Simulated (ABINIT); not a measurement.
A self-consistent single point of a defect of Zn4S3 (7 atoms in the cell) with ABINIT.

Method: PBE, PAW (JTH v2.0 PBE PAW) (plane waves; ABINIT).

The change in words: 2 x 2 x 1 supercell, one S atom taken out, nothing relaxed; nband: 14 → 42; ngkpt: 4 4 4 → 2 2 4. Reference geometry:
```
CELL_PARAMETERS angstrom
      0.00000     2.71853     2.71853
      2.71853     0.00000     2.71853
      2.71853     2.71853     0.00000
ATOMIC_POSITIONS crystal
  Zn 0.00000 0.00000 0.00000
  S  0.25000 0.25000 0.25000
```

Reference input (self-consistent single point, DFT, PBE, plane waves, PAW (JTH v2.0 PBE PAW)): pseudos = [Zn.GGA_PBE-JTH.xml, S.GGA_PBE-JTH.xml]; ecut = 30 Ha; pawecutdg = 60 Ha; pawxcdev = 0; occopt = 3; tsmear = 0.00073499 Ha; ngkpt = 4 4 4; nshiftk = 1; shiftk = 0 0 0; potentials = JTH v2.0 PBE PAW; nband = 14; kptopt = 1. This run's input differs from it in these lines:

```diff
@@ -1,16 +1,21 @@
-# ZnS, JTH v2.0 PBE PAW
+# Zn4S3, JTH v2.0 PBE PAW
 pp_dirpath "./"
 pseudos "Zn.GGA_PBE-JTH.xml, S.GGA_PBE-JTH.xml"
-acell 7.2651936732 7.2651936732 7.2651936732
+acell 14.5303873464 14.5303873464 7.2651936732
 rprim
-        -0.0000000000    0.7071067812    0.7071067812
+         0.0000000000    0.7071067812    0.7071067812
          0.7071067812    0.0000000000    0.7071067812
          0.7071067812    0.7071067812   -0.0000000000
-natom 2
+natom 7
 ntypat 2
 znucl 30 16
-typat 1 2
+typat 1 1 1 1 2 2 2
 xred
          0.0000000000    0.0000000000    0.0000000000
-         0.2500000000    0.2500000000    0.2500000000
+         0.0000000000    0.5000000000    0.0000000000
+         0.5000000000    0.0000000000    0.0000000000
+         0.5000000000    0.5000000000    0.0000000000
+         0.1250000000    0.6250000000    0.2500000000
+         0.6250000000    0.1250000000    0.2500000000
+         0.6250000000    0.6250000000    0.2500000000
 ecut 30 Ha
@@ -20,5 +25,5 @@
 tsmear 0.00073499
-nband 14
+nband 42
 kptopt 1
-ngkpt 4 4 4
+ngkpt 2 2 4
 nshiftk 1
```

The program printed (abridged):

```
--- !BeginCycle
solver: {iscf: 17, nstep: 50, nline: 4, wfoptalg: 10, }
tolerances: {tolvrs: 1.00E-12, }
...

     iter   Etot(hartree)      deltaE(h)  residm     nres2
 ETOT  1  -284.87723054270    -2.849E+02 1.085E+01 3.999E+01
 ETOT  2  -288.49079850943    -3.614E+00 6.699E-01 7.198E+01
 ETOT  3  -288.35033092929     1.405E-01 1.245E-01 3.247E+01
 ETOT  4  -288.33244229842     1.789E-02 5.016E-02 8.000E+00
 ETOT  5  -288.30551257252     2.693E-02 2.830E-02 6.644E-01
   [... 41 lines left out ...]
 ETOT 47  -288.31382881196    -2.274E-13 3.175E-07 7.136E-11
 ETOT 48  -288.31382881196    -1.023E-12 2.846E-06 8.564E-11
 ETOT 49  -288.31382881196     4.434E-12 2.277E-07 9.753E-11
 ETOT 50  -288.31382881196    -1.137E-12 2.038E-06 9.986E-11

 Cartesian components of stress tensor (hartree/bohr^3)
  sigma(1 1)=  4.52653447E-05  sigma(3 2)=  0.00000000E+00
  sigma(2 2)=  4.52653447E-05  sigma(3 1)=  0.00000000E+00
  sigma(3 3)=  3.12452638E-05  sigma(2 1)=  1.43098419E-05
 scprqt:  WARNING -
  nstep=   50 was not enough SCF cycles to converge;
  density residual=  9.986E-11 exceeds tolvrs=  1.000E-12

 ----iterations are completed or convergence reached----

 reduced coordinates (array xred) for    7 atoms
       0.000000000000      0.000000000000      0.000000000000
       0.000000000000      0.500000000000      0.000000000000
   [... lines left out ...]
 Fermi (or HOMO) energy (hartree) =   0.20750   Average Vxc (hartree)=  -0.32037
 Fermi (or HOMO) energy (eV) =   5.64638   Average Vxc (eV)=  -8.71781
   [... lines left out ...]
 Eigenvalues (   eV  ) for nkpt=   8  k points:
 prteigrs : prtvol=0 or 1, do not print more k-points.

--- !EnergyTerms
kinetic             :  3.94412391350407E+01
hartree             :  8.85987784945944E+01
xc                  : -1.78877685264146E+01
Ewald energy        : -1.65965648398836E+02
psp_core            :  2.59750631232768E+00
local_psp           : -3.06207094481669E+02
internal            : -2.88313610398741E+02
'-kT*entropy'       : -2.19591714074230E-04
total_energy        : -2.88313829990455E+02
total_energy_eV     : -7.84541830001706E+03
...

-Cartesian components of stress tensor (GPa)         [Pressure= -1.1943E+00 GPa]
- sigma(1 1)=  1.33175220E+00  sigma(3 2)=  0.00000000E+00
- sigma(2 2)=  1.33175220E+00  sigma(3 1)=  0.00000000E+00
- sigma(3 3)=  9.19267243E-01  sigma(2 1)=  4.21010014E-01

 Calculation completed.
```

The run ended unconverged after 50 iterations. 

The starting cell has typed, rounded lattice constants, without a prior relaxation at this level. Its lattice was rescaled by up to half a per cent.

Cost on one core of a shared machine: roughly 10 min.
